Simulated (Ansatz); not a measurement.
# A constructed model of the (100) surface of rock-salt TaC, a layer of Ru, one atom over each C (bottom of the slab: a bare face, its two planes held)

Computed with PBE (plane waves to 420 eV, PAW; Ansatz, an electronic-structure program).

Model: 13-atom slab, 13.6 Å thick at the start, 12x12x1 mesh, Fermi-Dirac 0.1 eV, dipole correction, 4 atoms held, the rest relaxed; held to the start's symmetry, so lower structures may exist; no spin, no spin-orbit, no U. It is one candidate, not shown to be the stable structure of the face.

```
Item                                            Value
-----------------------------  ----------------------
work function of the top face                 3.75 eV
energy released by relaxation                 1.48 eV
cost                           roughly 7 core-minutes
```
